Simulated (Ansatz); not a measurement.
An Ansatz (a program for electronic structure) run: ZrO2 with a change (biaxial strain +1.08 %, plane normal [001], relaxed out of plane); PBE in Ansatz (plane waves to 420 eV, PAW, spin-orbit coupling left out).

Input:

Ansatz 0.2 input:
```yaml
crystal:
  lattice:
    - [5.2459202305, 0, 0]
    - [0, 5.2984896177, 0]
    - [-0.9144348401, 0, 5.273205984]
  atoms:
    - { symbol: Zr, position: [0.2757605423, 0.0437895261, 0.2100190305] }
    - { symbol: Zr, position: [0.7242394577, 0.5437895261, 0.2899809695] }
    - { symbol: Zr, position: [0.7242394577, 0.9562104739, 0.7899809695] }
    - { symbol: Zr, position: [0.2757605423, 0.4562104739, 0.7100190305] }
    - { symbol: O, position: [0.0649672182, 0.3262999218, 0.3500457732] }
    - { symbol: O, position: [0.9350327818, 0.8262999218, 0.1499542268] }
    - { symbol: O, position: [0.9350327818, 0.6737000782, 0.6499542268] }
    - { symbol: O, position: [0.0649672182, 0.1737000782, 0.8500457732] }
    - { symbol: O, position: [0.4509977205, 0.7567421509, 0.4755176806] }
    - { symbol: O, position: [0.5490022795, 0.2567421509, 0.0244823194] }
    - { symbol: O, position: [0.5490022795, 0.2432578491, 0.5244823194] }
    - { symbol: O, position: [0.4509977205, 0.7432578491, 0.9755176806] }
basis: { ecutwfc: 420, ecutrho_ratio: 4, xc_grid: 2, fft_grid_basis: typed }
kpoints: { mp_grid: { grid: [5, 5, 5] } }
hamiltonian:
  xc: pbe
  dispersion: none
  pseudopotentials: { kind: paw }
scf: { occupations: { method: fermi_dirac, width: 0.05 } }
relax: { f_tol: 0.005, max_steps: 50, cell: { stress_tol: 0.01, fix: [a, b, gamma] } }
output: { forces: true, stress: true }
checkpoint: { write: state.ck, write_every: 1000 }
```

Output (explanatory and most iteration lines left out):

```
Relaxation: its limit of steps is 50 (relax.max_steps)
Pseudopotential: Zr, paw, valence charge 12
Pseudopotential: O, paw, valence charge 6
Crystal: 12 atoms, lattice volume = 146.571 Å³
Basis set: ecut = 420 eV, 2869 PW (Γ), exchange–correlation on 72×72×72 points (8 copies of the dense FFT grid, shifted against one another)
Bands: 60, of which v1, the nominal top of the filled ones, is band 48 counted from 1 (47 counted from 0)
Symmetry: 4 space group operations
Space group: P21/c (ITA 14), of the structure as read, at distance tolerance 5.3e-5 Å
k-points: 39 of 125
Functional: x = pbe(κ = 0.804, μ = 0.2195149727645171), c = pbe(β = 0.06672455060314922)
SCF iter   1: F=—  HF=-21296.087783 eV  |F-HF|=—  |Δ(HF+E_count)|=         —  Δρ=3.22e-3  dr2=4.56e-3  ethr=1.77e-3  ⟨swp⟩=5.1  Hψ=8973  notcnv=0  defer=3
SCF iter   2: F=—  HF=-21296.088526 eV  |F-HF|=—  |Δ(HF+E_count)|=   7.42e-4  Δρ=1.69e-3  dr2=1.03e-3  ethr=4.75e-6  ⟨swp⟩=2.0  Hψ=4563  notcnv=0  defer=9
SCF 1 converged in 7 iterations: F = -21296.089669 eV  dr2 = 2.63e-8
relax step   1: F+E_penalty+E_count = -21296.08966851 eV  Δ(F+E_penalty+E_count) = +0.000e0 eV  max|allowed force component| = 1.332e-1 eV/Å  Δτ_max = 0.0000 Å  P = -3.564 GPa  Ω = 146.571 Å³  fix = [a, b, gamma]  reactions: a -4.851, b -4.940 GPa  (7 SCF iters, dr2 threshold 1.00e-7 eV, accepted)
[... steps on the carried basis left out ...]
relax step   8: F+E_penalty+E_count = -21296.09869424 eV  Δ(F+E_penalty+E_count) = -9.029e-5 eV  max|allowed force component| = 6.136e-4 eV/Å  Δτ_max = 0.0003 Å  P = -2.526 GPa  Ω = 145.954 Å³  energy of the carried Pulay correction = +8.292e-5 eV  fix = [a, b, gamma]  reactions: a -3.650, b -3.920 GPa  (4 SCF iters, dr2 threshold 9.66e-9 eV, accepted)
Crystal: 12 atoms, lattice volume = 145.954 Å³
SCF iter   1: F=—  HF=-21296.098669 eV  |F-HF|=—  |Δ(HF+E_count)|=         —  Δρ=3.93e-6  dr2=8.30e-9  ethr=1.05e-8  ⟨swp⟩=4.0  Hψ=16233  notcnv=0
SCF iter   2: F=—  HF=-21296.098657 eV  |F-HF|=—  |Δ(HF+E_count)|=   1.25e-5  Δρ=1.80e-6  dr2=2.69e-9  ethr=8.64e-12  ⟨swp⟩=3.2  Hψ=5342  notcnv=0
SCF 9 converged in 6 iterations: F = -21296.098657 eV  dr2 = 2.00e-12
SCF converged after 6 iterations
Free energy (F): -21296.098657 eV
Internal energy: -21296.098657 eV  (E = F + TS)
E sigma→0 (E₀):  -21296.098657 eV
Fermi energy:    11.785712 eV
--- Forces (eV/Å), atoms counted from 1 ---
  atom   1  Zr     0.00012539    -0.00059721     0.00011486
  atom   2  Zr    -0.00012539    -0.00059721    -0.00011486
  atom   3  Zr    -0.00012539     0.00059721    -0.00011486
  atom   4  Zr     0.00012539     0.00059721     0.00011486
  atom   5  O     -0.00012044     0.00016949     0.00010526
  atom   6  O      0.00012044     0.00016949    -0.00010526
  atom   7  O      0.00012044    -0.00016949    -0.00010526
  atom   8  O     -0.00012044    -0.00016949     0.00010526
  atom   9  O     -0.00033570     0.00014527     0.00014003
  atom  10  O      0.00033570     0.00014527    -0.00014003
  atom  11  O      0.00033570    -0.00014527    -0.00014003
  atom  12  O     -0.00033570    -0.00014527     0.00014003
--- Stress (GPa, compression-positive) ---
       -3.649626       0.000000       0.008092
        0.000000      -3.920518      -0.000000
        0.008092      -0.000000      -0.009139
  P = ⅓ Tr σ = -2.5264 GPa (-25.264 kbar)
--- Relaxed structure (7 steps of the walk, 7 accepted, 2 SCFs on fresh bases) ---
  cell:  # Å, volume = 145.9539 Å³
    - [5.245900318949289, 7.310572550706142e-114, -0.014453664480598488]
    - [7.383831826902786e-114, 5.2984896177, -3.8708505167357284e-34]
    - [-0.9289602119825356, -3.85237937238439e-34, 5.253577029582203]
  atoms:
    - { symbol: Zr, position: [0.27530230917940207, 0.04459739973040493, 0.20951448915916812] }
    - { symbol: Zr, position: [0.724697690820598, 0.5445973997304049, 0.29048551084083185] }
    - { symbol: Zr, position: [0.7246976908205979, 0.9554026002695952, 0.7904855108408316] }
    - { symbol: Zr, position: [0.2753023091794021, 0.4554026002695951, 0.7095144891591681] }
    - { symbol: O, position: [0.06608500305098351, 0.33103445474489385, 0.34527848334790845] }
    - { symbol: O, position: [0.9339149969490168, 0.8310344547448939, 0.15472151665209155] }
    - { symbol: O, position: [0.9339149969490168, 0.668965545255106, 0.6547215166520916] }
    - { symbol: O, position: [0.0660850030509835, 0.16896554525510604, 0.8452784833479084] }
    - { symbol: O, position: [0.4532308293993178, 0.7571612961346921, 0.476420154889179] }
    - { symbol: O, position: [0.5467691706006822, 0.2571612961346919, 0.023579845110820983] }
    - { symbol: O, position: [0.5467691706006822, 0.24283870386530815, 0.5235798451108209] }
    - { symbol: O, position: [0.4532308293993178, 0.7428387038653083, 0.9764201548891789] }
```

Whether these cells are dynamically stable was not tested. The cell was made from ZrO2 (space group P2_1/c, No. 14) by this change: biaxial strain +1.08 %, plane normal [001], relaxed out of plane.
